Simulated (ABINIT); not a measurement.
**How a calculation on LiNiP (P4/nmm, 6 atoms in the cell) responds to its settings**

```xyz
6
Lattice="3.7762 0.0000 0.0000 0.0000 3.7762 0.0000 0.0000 0.0000 5.8607" Properties=species:S:1:pos:R:3 pbc="T T T"
Li     0.0000     1.8881     1.9753
Li     1.8881     0.0000     3.8854
Ni     0.0000     0.0000     0.0000
Ni     1.8881     1.8881     0.0000
P      0.0000     1.8881     4.5740
P      1.8881     0.0000     1.2867
```

Base run A: ABINIT with PBEsol, norm-conserving pseudopotentials (PseudoDojo nc-sr-04 PBEsol standard), self-consistent single point.

Its settings: pseudos = [Li.upf, Ni.upf, P.upf]; ecut = 49 Ha; occopt = 3; tsmear = 0.00499791 Ha; ngkpt = 5 5 3; nshiftk = 1; shiftk = 0 0 0; potentials = PseudoDojo nc-sr-04 PBEsol standard; nband = 34; kptopt = 1; nstep = 60; toldfe = 1e-09 Ha.

The starting cell comes from a database of computed structures (which also holds hypothetical and non-ambient phases and stackings), without a prior relaxation at this level. Its lattice was rescaled by a random factor within 2.5 % of one. Spin polarisation is off, so a magnetic state, if there is one, cannot be reached. In the base run, with a pressure of about -6 GPa the cell is away from its equilibrium volume at this level. Without a gap this mesh is coarse (it stands for a supercell whose shortest vector is 18 Å).

ΔF is the free energy per atom less that of run A. A dash stands where there is no value to compare (another energy zero or no entropy term, no result, no spin, no clean gap, or a mesh too coarse for one). 

```csv
run,nline,ΔF (meV/atom),pressure (GPa),largest force (eV/Å),iterations,ending
A,default,0.00,-6.11,0.526,17,converged
B,1,–,–,–,60,not converged
C,2,0.00,-6.11,0.526,31,converged
D,3,0.00,-6.11,0.526,24,converged
E,6,0.00,-6.11,0.526,12,converged
F,8,0.00,-6.11,0.526,11,converged
G,12,0.00,-6.11,0.526,12,converged
```

Runs C, D, E, F, G reached the same state as A (within 1 meV/atom). Runs B gave no result. The fewest iterations to that state were 11 (F); the most were 31.
